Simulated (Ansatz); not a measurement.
The reference is Ag in the fcc (Cu type) structure (space group Fm-3m, No. 225; a = 4.0538 Å; relaxed with 0.1 eV smearing). Axes: x, y, z lie along the cube axes.

Level of theory: PBEsol in Ansatz (plane waves to 420 eV, PAW, without spin-orbit coupling).

Before the change:

The pressure comes out as 0.0 GPa and the shortest interatomic distance is 2.866 Å.

Modification: biaxial strain −0.50 %, plane normal [001], relaxed out of plane (Cartesian); in-plane vectors clamped, the third vector and the atoms free.

Question: How does this affect the pressure, shortest interatomic distance and out-of-plane strain?

Answer: The pressure (mean of the normal stresses, compression positive) goes from zero to 0.3 GPa; the shortest interatomic distance decreases by 0.014 Å to 2.852 Å; the out-of-plane strain amounts to +0.72 %.

No phonon test of stability was made.

Ansatz is an electronic-structure program.
